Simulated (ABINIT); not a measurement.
**Convergence study of the k-point mesh for SnSeS (P3m1, 3 atoms in the cell)**

```yaml
crystal:
  lattice:
    - [3.77900, 0.00000, 0.00000]
    - [-1.88950, 3.27271, 0.00000]
    - [0.00000, 0.00000, 6.39585]
  atoms:
    - { symbol: Sn, position: [0.33333, 0.66667, 0.01547] }
    - { symbol: Se, position: [0.00000, 0.00000, 0.75771] }
    - { symbol: S, position: [0.66667, 0.33333, 0.23464] }
```

Method of the run: LDA (PW92), PAW (JTH v2.0 LDA PAW) (plane waves; ABINIT).

Base settings: pseudos = [Sn.LDA_PW-JTH.xml, Se.LDA_PW-JTH.xml, S.LDA_PW-JTH.xml]; ecut = 21 Ha; pawecutdg = 42 Ha; pawxcdev = 0; ixc = 7; occopt = 1; ngkpt = 3 3 2; nshiftk = 1; shiftk = 0 0 0; potentials = JTH v2.0 LDA PAW.

The second cell is the first with its lattice scaled by 0.98.

Only quantities that move along the ladder and can be compared are tabulated.

The count of work is k-points × plane waves × bands × iterations; it is no time. Core times come from one kind of shared machine, to one figure; runs under 30 s give none.

The starting cell comes from a database of computed structures (which also holds hypothetical and non-ambient phases and stackings), without a prior relaxation at this level. Its lattice was rescaled by up to half a per cent. One atom was moved a little off its site on purpose.

```tsv
ngkpt	free energy less the last step's (meV/atom)	energy of the compressed cell less the first (meV/atom)	pressure (GPa)	largest difference of a force vector from the last step's (eV/Å)	count of work / last	core time / last (rough)
2 2 1	567.33	26.39	0.69	0.408	0.0037	–
3 3 2	127.80	-0.74	-2.09	0.144	0.020	–
4 4 2	31.52	-9.31	-2.93	0.056	0.027	–
4 4 3	33.71	-8.86	-2.88	0.075	0.031	–
5 5 3	10.66	-11.40	-3.13	0.038	0.037	–
6 6 3	4.30	-12.11	-3.19	0.024	0.058	0.07
6 6 4	3.54	-12.17	-3.20	0.016	0.082	0.1
7 7 4	1.39	-12.42	-3.22	0.008	0.095	0.1
8 8 4	0.60	-12.52	-3.23	0.004	0.12	0.1
9 9 5	0.25	-12.54	-3.23	0.003	0.15	0.2
11 11 6	0.06	-12.56	-3.24	0.001	0.29	0.2
13 13 7	0.01	-12.56	-3.24	0.000	0.43	0.4
14 14 8	0.01	-12.56	-3.24	0.000	0.57	0.5
18 18 9	0.00	-12.56	-3.23	0.000	1.0	1
```

Coarsest ngkpt that holds the forces within 0.01 eV/Å of the last step, with all finer ones: 7 7 4, at 0.095 of the last step's count of work and about 0.1 of the last step's time; the step before is off by 0.016 eV/Å.

Coarsest ngkpt that holds the pressure within 1 GPa of the last step, with all finer ones: 4 4 2, at 0.027 of the last step's count of work; the step before is off by 1.1 GPa.

Coarsest ngkpt that holds the free energy within 5 meV/atom of the last step, with all finer ones: 6 6 3, at 0.058 of the last step's count of work and about 0.07 of the last step's time; the step before is off by 11 meV/atom.

The energy difference between the two cells stays within 1 meV/atom of the last step's from 6 6 3 on, the total only from 8 8 4 on: much of the error is common to both cells and cancels.

Two neighbours can agree and both be off: 4 4 2 and 4 4 3 differ by 0.45 meV/atom in the energy of the compressed cell less the first, yet lie about 3.7 meV/atom from the last step.
